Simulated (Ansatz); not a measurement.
Here is the system:

```
CSi
1.0
    3.07569     0.00000     0.00000
   -1.53784     2.66363     0.00000
    0.00000     0.00000    10.07065
Si C
4 4
Direct
  0.66667   0.33333   0.93784
  0.33333   0.66667   0.43784
  0.00000   0.00000   0.68789
  0.00000   0.00000   0.18789
  0.66667   0.33333   0.74980
  0.33333   0.66667   0.24980
  0.00000   0.00000   0.50046
  0.00000   0.00000   0.00046
```

Space group of this cell: P6_3mc. The cell is taken as given.

The current runs along the normal of the first two printed vectors, the (001) plane. All runs by Ansatz (an electronic-structure program), plane waves and PAW, without spin-orbit coupling; the base is r2SCAN.

```json
[
 {"run": "base", "mean pressure (GPa)": "0.4", "gap (eV)": "2.60", "mid-gap κ (1/Å)": "0.239"},
 {"run": "all lengths scaled by 0.98", "mean pressure (GPa)": "16.0", "gap (eV)": "2.62", "mid-gap κ (1/Å)": "0.245"},
 {"run": "all lengths scaled by 1.02", "mean pressure (GPa)": "-11.7", "gap (eV)": "[?]", "mid-gap κ (1/Å)": "[?]"},
 {"run": "lengths across the current scaled by 0.98, ions clamped", "mean pressure (GPa)": "10.6", "gap (eV)": "[?]", "mid-gap κ (1/Å)": "[?]"},
 {"run": "lengths across the current scaled by 1.02, ions clamped", "mean pressure (GPa)": "-7.9", "gap (eV)": "2.61", "mid-gap κ (1/Å)": "0.242"},
 {"run": "lengths along the current scaled by 0.97, ions clamped", "mean pressure (GPa)": "8.1", "gap (eV)": "[?]", "mid-gap κ (1/Å)": "[?]"},
 {"run": "lengths along the current scaled by 1.03, ions clamped", "mean pressure (GPa)": "-5.7", "gap (eV)": "2.44", "mid-gap κ (1/Å)": "0.222"}
]
```

**Question.** Some entries are withheld; supply them.

**Answer.** 
- all lengths scaled by 1.02, gap (eV): 2.57
- all lengths scaled by 1.02, mid-gap κ (1/Å): 0.229
- lengths across the current scaled by 0.98, ions clamped, gap (eV): 2.51
- lengths across the current scaled by 0.98, ions clamped, mid-gap κ (1/Å): 0.236
- lengths along the current scaled by 0.97, ions clamped, gap (eV): 2.59
- lengths along the current scaled by 0.97, ions clamped, mid-gap κ (1/Å): 0.252
